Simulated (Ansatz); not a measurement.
Take SiC in the wurtzite structure (space group P6_3mc, No. 186; a = 3.092 Å, c = 5.074 Å) as the base.

Levels (all Ansatz, a first-principles code, PAW, earlier PAW set): PBE (420 eV, without spin-orbit coupling); r2SCAN (500 eV, no spin-orbit coupling); HSE06 (420 eV, without spin-orbit coupling); PBE+SOC (420 eV, spin-orbit coupling included).

Levels that relaxed their own cell: PBE.

| level | band gap | lattice parameter a | lattice parameter c |
|---|---|---|---|
| PBE | 2.31 eV | 3.092 Å | 5.074 Å |
| r2SCAN | 2.68 eV | – | – |
| HSE06 | 3.19 eV | – | – |
| PBE+SOC | 2.30 eV | – | – |

Measured: band gap 3.33 eV (temperature not stated; as listed in Daiki Deguchi et al., Japanese Journal of Applied Physics (2016)); lattice parameter a 3.0763 Å (room temperature; as listed in Beate Paulus, Fa-Jian Shi, Hermann Stoll, Journal of Physics Condensed Matter (1997)); lattice parameter c 5.048 Å (room temperature; as listed in Beate Paulus, Fa-Jian Shi, Hermann Stoll, Journal of Physics Condensed Matter (1997)).

Computed minus measured — band gap: PBE -1.02 eV, r2SCAN -0.65 eV, HSE06 -0.14 eV, PBE+SOC -1.03 eV (closest: HSE06); lattice parameter a: PBE +0.5 %; lattice parameter c: PBE +0.5 %. Measured values not marked as corrected hold thermal and zero-point effects that the static-lattice runs lack. A measured gap can be an optical one, lowered by exciton binding.

Single points use the geometry relaxed with PBE. HSE06 was sampled on its mesh, a few special points and the semilocal edge points, so its gap is an upper bound. Differences between runs with and without spin-orbit coupling are approximate. No phonon test of stability was made.
